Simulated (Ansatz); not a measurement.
Electronic density of states of amorphous Ti$_{20}$O$_{39}$Cl$_{2}$, density 3.54 g/cm³, on a 2×2×2 Γ-centred mesh with a Gaussian width of 0.1 eV; energies count from the Fermi level, whose place inside the gap is arbitrary. Cell and mesh are small, so fine structure isn't converged. The numbers are results of PBE, scalar-relativistic without spin-orbit coupling (plane waves to 420 eV, PAW; Ansatz, a quantum-chemistry and plane-wave program), not measurements. Sampling: a 2×2×2 Γ-centred mesh; Fermi-Dirac width 0.02 eV; no spin polarisation. At PBE the levels at the filled edge of the gap are localised (band-tail or defect states).

The cell was made by melting and quenching with the CHGNet potential and then relaxed with DFT. Anions were pushed apart under 1.9 Å during the dynamics, to hinder bonds among them. The hot cell started wider than the set density and was brought back towards it in steps. It is the lowest in DFT energy of 2 quenches. It is a model cell: composition and starting density were chosen by hand, and all elements were melted together. No dispersion term was used. Its density started from a set value of 3.54 and ended at 3.54 g/cm³. The simulated quench (nominally 360 K/ps over its main leg) is rapid and tends to freeze in more defects than a deposited or slowly cooled glass has. One small periodic cell is one sample of the glass; other quenches scatter about these values. The volume was held where the preparation left it, at a PBE pressure of 3.1 GPa. Stress components on the final sampling reach 4.0 GPa.

```tsv
E - EF (eV)	states/(eV atom)
-12.00	0.00
-11.90	0.00
-11.80	0.00
-11.70	0.00
-11.60	0.00
-11.50	0.00
-11.40	0.00
-11.30	0.00
-11.20	0.00
-11.10	0.00
-11.00	0.00
-10.90	0.00
-10.80	0.00
-10.70	0.00
-10.60	0.00
-10.50	0.00
-10.40	0.00
-10.30	0.00
-10.20	0.00
-10.10	0.00
-10.00	0.00
-9.90	0.00
-9.80	0.00
-9.70	0.00
-9.60	0.00
-9.50	0.00
-9.40	0.00
-9.30	0.00
-9.20	0.00
-9.10	0.00
-9.00	0.00
-8.90	0.00
-8.80	0.00
-8.70	0.00
-8.60	0.00
-8.50	0.00
-8.40	0.00
-8.30	0.00
-8.20	0.00
-8.10	0.00
-8.00	0.00
-7.90	0.00
-7.80	0.00
-7.70	0.00
-7.60	0.00
-7.50	0.00
-7.40	0.00
-7.30	0.00
-7.20	0.00
-7.10	0.00
-7.00	0.00
-6.90	0.00
-6.80	0.00
-6.70	0.00
-6.60	0.00
-6.50	0.00
-6.40	0.00
-6.30	0.00
-6.20	0.03
-6.10	0.18
-6.00	0.34
-5.90	0.51
-5.80	0.61
-5.70	0.63
-5.60	0.62
-5.50	0.70
-5.40	0.85
-5.30	0.98
-5.20	0.98
-5.10	1.01
-5.00	1.08
-4.90	1.08
-4.80	1.13
-4.70	1.12
-4.60	1.07
-4.50	1.04
-4.40	0.98
-4.30	0.92
-4.20	0.86
-4.10	0.85
-4.00	0.86
-3.90	0.85
-3.80	0.88
-3.70	0.84
-3.60	0.78
-3.50	0.78
-3.40	0.80
-3.30	0.84
-3.20	0.87
-3.10	0.84
-3.00	0.84
-2.90	0.88
-2.80	0.91
-2.70	0.84
-2.60	0.81
-2.50	0.90
-2.40	0.93
-2.30	0.91
-2.20	0.92
-2.10	0.92
-2.00	0.93
-1.90	0.90
-1.80	0.84
-1.70	0.70
-1.60	0.56
-1.50	0.49
-1.40	0.45
-1.30	0.44
-1.20	0.21
-1.10	0.03
-1.00	0.00
-0.90	0.00
-0.80	0.00
-0.70	0.00
-0.60	0.00
-0.50	0.00
-0.40	0.00
-0.30	0.00
-0.20	0.00
-0.10	0.00
0.00	0.00
0.10	0.00
0.20	0.00
0.30	0.00
0.40	0.00
0.50	0.00
0.60	0.00
0.70	0.00
0.80	0.00
0.90	0.00
1.00	0.00
1.10	0.02
1.20	0.15
1.30	0.36
1.40	0.51
1.50	0.70
1.60	0.87
1.70	0.93
1.80	0.85
1.90	0.81
2.00	0.84
2.10	0.93
2.20	0.95
2.30	0.92
2.40	0.92
2.50	0.89
```

The level gap on this mesh is 2.46 eV; the broadening fills part of it in the curve.
